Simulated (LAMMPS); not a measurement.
System: ZnO (wurtzite), 432 atoms, at 300 K and 0 GPa, heated as the crystal.

Computed with classical MD, Buckingham potential of Lewis and Catlow, J. Phys. C 18, 1149 (1985), first set, used with rigid ions (no shells), PPPM sums, short-range terms cut at 10 Å, modified for these runs by an r^-4 repulsive force inside the short-range force's maximum, run in LAMMPS.

Starting crystal:

Space group P6₃mc (No. 186); a = b = 3.2500 Å, c = 5.2100 Å, α = β = 90.00°, γ = 120.00°

```
atom  site  symmetry       x       y       z
----  ----  --------  ------  ------  ------
Zn      2b       3m.  0.6667  0.3333  0.0000
O       2b       3m.  0.3333  0.6667  0.1180
```
(The calculation used a cell of 8 atoms; values per cell refer to that cell.)

Q: What does the simulation give for the coordination number of O by Zn, the most common O-Zn-O angle, the mean frequency of the velocity spectrum, the first peak of g(r), O-Zn, the most common Zn-O-Zn angle?

A: coordination number of O by Zn: 4.00 (counted to 2.54 Å); most common O-Zn-O angle: in the 3° bin centred on 109.5° (mean of all 109°); mean frequency of the velocity spectrum: 10.6 THz; first peak of g(r), O-Zn: 1.97 Å, height 11.6; most common Zn-O-Zn angle: in the 3° bin centred on 109.5° (mean of all 109°).

Caution: the potential ionic pair potential lewis1985a is fitted to static crystal properties with a polarisable anion, which is rigid here.
